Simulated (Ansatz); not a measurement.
Start from HfO$_{2}$ in the fluorite structure (space group Fm-3m, No. 225; a = 5.098 Å).

Computed with PBE, PAW, 420 eV (Ansatz, a program for electronic structure; spin-orbit coupling left out).

Base values:

The pressure is 0.00 GPa and the gap character comes out as direct at X.

Modification: an isotropic linear strain of +4.44 %; the atoms relax in the strained cell.

Task: Estimate the effect on the pressure and gap character.

Result: The pressure goes from zero to -24.34 GPa; the gap character stays direct at X.

With Hf present, leaving out spin-orbit coupling can change the band edges. Whether these cells are dynamically stable was not tested. This is not the structure that HfO2 has at room temperature and ambient pressure.
